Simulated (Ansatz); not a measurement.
The starting structures come from a database of crystals and need not be the phases stable at ambient conditions.

 Where the default PAW files enter, the runs use the earlier of Ansatz's two default sets.

By PBEsol, the system below comes out a metal.

Crystal: Hf3Ge2 (P4/mbm, not sure to be the ambient phase, 10 atoms a cell, 18.7 Å³ an atom, -2 GPa at this level); planes in its conventional cell.

Method: PBEsol (plane waves, PAW; Ansatz, an electronic-structure program).

Ballistic conductance counts the channels of both spins, as a mean over 0.1 eV about the Fermi level; spin-orbit coupling is left out.

| plane | area (Å²) | G/A (10¹⁵ S/m²) |
|---|---|---|
| (111) | 62.6 | 0.54 |
| (110) | 37.2 | ? |
| (001) | 50.4 | ? |

Question: Some entries are withheld; supply them.

Answer: 
- (110), G/A (10¹⁵ S/m²): 0.43
- (001), G/A (10¹⁵ S/m²): 0.56
